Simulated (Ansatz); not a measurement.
Data:

```
Si
1.0
    3.89211     0.00000     0.00000
    1.94605     3.37067     0.00000
    1.94605    -1.12356     3.11871
Si
2
Cartesian
  0.00000   0.00000  -0.00774
  3.89211   0.00000   2.34678
```

No spin polarisation.

Computed with PBEsol in Ansatz (plane waves to 420 eV, PAW, spin-orbit coupling left out). Settings: 11×11×11 k-points, 0.05 eV Fermi–Dirac smearing.

Predict the hole mass, pressure and band gap.

The hole mass is 0.100 mₑ out of plane, 0.56 mₑ in plane (at Γ). The pressure (mean of the normal stresses, compression positive) is -1.79 GPa. The band gap is 0.38 eV.

The cells carry an imposed strain or load. Masses are band curvatures over ±0.01 Å⁻¹ around the edge. Stability against distortions was not tested. The cell was made from Si in the diamond structure (space group Fd-3m, No. 227) by this change: biaxial strain +1.30 %, plane normal [111], relaxed out of plane.

Ansatz is an electronic-structure program.
